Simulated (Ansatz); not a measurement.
## Several settings converged on TlCu₂S₂ (I4/mmm, 5 atoms in the cell)

```
Tl(CuS)2
1.0
   -1.88931     1.88931     6.81150
    1.88931    -1.88931     6.81150
    1.88931     1.88931    -6.81150
Tl Cu S
1 2 2
Cartesian
  0.00000   0.00000   0.00000
  0.00000   1.88931   3.40575
  1.88931   0.00000   3.40575
  0.00000   0.00000   8.82757
  0.00000   0.00000   4.79543
```

Base method: LDA (PW92), default PAW files made with PBE (plane waves; Ansatz, a quantum-chemistry and plane-wave program).

Base settings: basis.ecutwfc = 420 eV; kpoints.mp_grid.grid = 8 8 8; hamiltonian.xc = lda; hamiltonian.pseudopotentials = {kind: paw} (the program's default PAW files); scf.occupations.method = gaussian; scf.occupations.width = 0.1 eV.

Core times come from one kind of shared machine, to one figure; runs under 30 s give none.

**Zone-centre phonons against the cutoff**

In this ladder: phonons.method = dfpt.

The mesh stays at the base's, so the ladder's end is converged at best in this setting alone.

Frequencies are those of the unrelaxed cell, without the LO-TO term of polar crystals.

Only quantities that move along the ladder and can be compared are tabulated.

| basis.ecutwfc | highest zone-centre frequency (cm⁻¹) | lowest optical frequency (cm⁻¹) |
|---|---|---|
| 210 eV | 253.3 | -13.5 |
| 250 eV | 256.7 | -15.4 |
| 295 eV | 270.4 | 9.6 |
| 420 eV | 269.6 | 5.9 |
| 505 eV | 269.6 | 5.7 |

Coarsest basis.ecutwfc that holds the lowest optical frequency within 1 cm⁻¹ of the last step, with all finer ones: 420 eV; the step before is off by 3.8 cm⁻¹.

Coarsest basis.ecutwfc that holds the highest zone-centre frequency within 1 cm⁻¹ of the last step, with all finer ones: 295 eV; the step before is off by 13 cm⁻¹.

**The force threshold of a relaxation**

On TlCu₂S₂ (I4mm, 5 atoms in the cell): one atom moved by 0.15 angstrom.

In this ladder: relax = atoms.

The mesh stays at the base's, so the ladder's end is converged at best in this setting alone.

Only quantities that move along the ladder and can be compared are tabulated.

```tsv
relax.f_tol	free energy less the last step's (meV/atom)	largest force left (eV/Å)	relaxation steps	core time / last (rough)
0.2 eV/Å	0.20	0.0304	3	0.5
0.05 eV/Å	0.19	0.0312	4	0.5
0.02 eV/Å	0.00	0.0037	4	0.6
0.001 eV/Å	0.00	0.0000	7	1
```

Coarsest relax.f_tol that holds the free energy within 0.05 meV/atom of the last step, with all finer ones: 0.02 eV/Å; the step before is off by 0.19 meV/atom.

Coarsest relax.f_tol that holds the largest force left within 0.02 eV/Å of the last step, with all finer ones: 0.02 eV/Å; the step before is off by 0.031 eV/Å.

On the base run: the starting cell comes from a database of computed structures (which also holds hypothetical and non-ambient phases and stackings), without a prior relaxation at this level. Its lattice was rescaled by up to half a per cent. Spin polarisation is off; with an odd number of electrons in the cell that forces a metal, and a magnetic state may lie lower. In the base run, with a pressure of about -6 GPa the cell is away from its equilibrium volume at this level.

Keys are those of Ansatz 0.2.
